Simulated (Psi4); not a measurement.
Psi4 1.11, unrestricted PBE0/def2-svpd: Mo(Cl)5 ([Cl][Mo]([Cl])([Cl])([Cl])[Cl]), charge 0, multiplicity 2, 6 atoms. The geometry is a generated start, not checked to be a minimum at this level.

```json
{
  "task": "energy",
  "method": "pbe0",
  "basis": "def2-svpd",
  "memory": "3 GB",
  "maxiter": "100",
  "keys_of_the_molecule_block": "symmetry c1",
  "scf_type": "df (default)",
  "guess": "auto, which took SAD (default)",
  "scf_initial_accelerator": "adiis (default)",
  "e_convergence": "1e-06 (default)",
  "d_convergence": "1e-06 (default)",
  "dft_radial_points": "75 (default)",
  "dft_spherical_points": "302 (default)",
  "effective_core_potentials": "those of the basis set, past Kr",
  "basis_functions": "169",
  "grid_points": "128991"
}
```

```xyz
6

Mo    -0.0014     0.0185     0.0111
Cl     1.8475    -0.3955    -1.1504
Cl     0.9685    -0.9985     1.8918
Cl    -0.9639     1.0093    -1.8837
Cl    -1.5969    -1.5366    -0.0080
Cl    -0.2539     1.9027     1.1392
```

Charge 0 and multiplicity 2 are set for this test and not shown to be the ground state.

One run each on 2 threads. Values of diis_max_vecs tried: 3, 6, 10 (default), 20.

Which value of diis_max_vecs needs the fewest SCF iterations, and what happens away from it?

Fewest SCF iterations: 20 with 31. The count rises to 41 at 6. The run ends without SCF convergence in 100 iterations at 3.

| diis_max_vecs | SCF iterations | end |
|---|---|---|
| 3 | 100 | no convergence |
| 6 | 41 | same solution |
| 10 (default) | 38 | same solution |
| 20 | 31 | same solution |
